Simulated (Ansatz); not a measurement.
Take Fe in the bcc (W type) structure (space group Im-3m, No. 229; ferromagnetic) as the base.

```xyz
1
Lattice="-1.4323 1.4323 1.4323 1.4323 -1.4323 1.4323 1.4323 1.4323 -1.4323" Properties=species:S:1:pos:R:3 pbc="T T T"
Fe     0.0000     0.0000     0.0000
```

All numbers come from r2SCAN in Ansatz (plane waves to 500 eV, PAW, spin-orbit coupling left out).

Before the change:

| Property | Result |
|---|---|
| Volume per atom | 11.75 Å³ |
| Magnetic state | ferromagnetic |

One thing is altered: Cr takes the place of Fe on all its sites, then cell and atoms are relaxed.

Tabulated Pauling electronegativity and covalent radius: Fe 1.83, 1.32 Å; Cr 1.66, 1.39 Å.

**Question.** How does this affect the volume per atom and magnetic state?

**Answer.** The volume per atom decreases by 0.43 Å³ to 11.32 Å³; the magnetic state goes from ferromagnetic to non-magnetic.

The magnetic state is the one reached from the starting moments; the real material's order can differ, and small cells can't hold many antiferromagnetic ones. Whether these cells are dynamically stable was not tested. Starting moments died away, wholly or in part, for Fe → Cr; another magnetic solution may exist. Spin-polarised in the final run: base; the other runs are not. Real Cr is antiferromagnetic at low temperature and ambient pressure, an order that this cell doesn't hold.

Ansatz is a first-principles code.
